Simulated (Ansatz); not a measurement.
CsCl-type NiAl

Method: r²SCAN50 in Ansatz (plane waves, PAW).

Settings: plane-wave cutoff 520 eV, 10×10×10 k mesh, Fermi–Dirac smearing 0.05 eV, no spin polarisation, scalar-relativistic PAW data made under PBE.

Cell (relaxed at this level):

AlNi is modelled in the cubic space group Pm-3m (No. 221), the CsCl type structure, Pearson symbol cP2. Conventional cell: a = 2.8306 Å, b = 2.8306 Å, c = 2.8306 Å, α = 90.00°, β = 90.00°, γ = 90.00°. Al on 1b sees 8 Ni at 2.451 Å and 6 Al at 2.831 Å. Ni on 1a is coordinated by 8 Al at 2.451 Å and 6 Ni at 2.831 Å. (Neighbours: up to the widest gap in distance over summed covalent radii, below 1.35, at either atom.)

| Property | Value |
|---|---|
| bulk modulus B0 | 189 GPa |
| pressure derivative B′ of the bulk modulus | 4.4 |

Measured, for comparison: bulk modulus 156 GPa (room temperature, no zero-point or thermal correction; as tabulated in Yamada et al. (2019), arXiv:1910.09660). Computed (rounded) less measured: bulk modulus +21 %.

Note: the run has no spin polarisation, so it can have missed a magnetic state.

Computed values are for the static lattice.

It cost very roughly 25 core-minutes of CPU time.

Ansatz is a quantum-chemistry and plane-wave program.
